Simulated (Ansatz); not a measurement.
Take Ta in the bcc (W type) structure (space group Im-3m, No. 229; a = 3.282 Å) as the base. Axes: x, y, z lie along the cube axes.

Method: plane-wave PAW DFT at the PBEsol level (Ansatz, a program for electronic structure, 420 eV), scalar-relativistic without spin-orbit coupling.

Strains are applied to the cell and any free atomic positions relax; under biaxial strain the out-of-plane vector relaxes too; under stress the whole cell relaxes.

One change was made to it. Results:

```csv
quantity,base,after
energy relative to the base (free energy F),0 meV/atom,+0.3 meV/atom
shortest interatomic distance,2.842 Å,2.844 Å
```

Question: Which change produced these results?
A. tensor shear ε_yz = −2.94 %
B. uniaxial stress, 1 GPa tension along z
C. uniaxial strain ε_zz = −1.28 %
D. biaxial strain −1.20 %, plane normal [001], relaxed out of plane
E. uniaxial stress, 3 GPa tension along x

Answer: B, uniaxial stress, 1 GPa tension along z. For comparison, the energy relative to the base in the other runs: tensor shear ε_yz = −2.94 % gives +15 meV/atom; biaxial strain −1.20 %, plane normal [001], relaxed out of plane gives +4.5 meV/atom; uniaxial strain ε_zz = −1.28 % gives +2.7 meV/atom; uniaxial stress, 3 GPa tension along x gives +3.0 meV/atom.

Without a gap, meshes like the base's 20×20×20 leave anisotropic stresses uncertain by several tenths of a GPa, and small strain energies with them. Stability under load was not tested beyond the relaxation. All final runs are without spin polarisation.
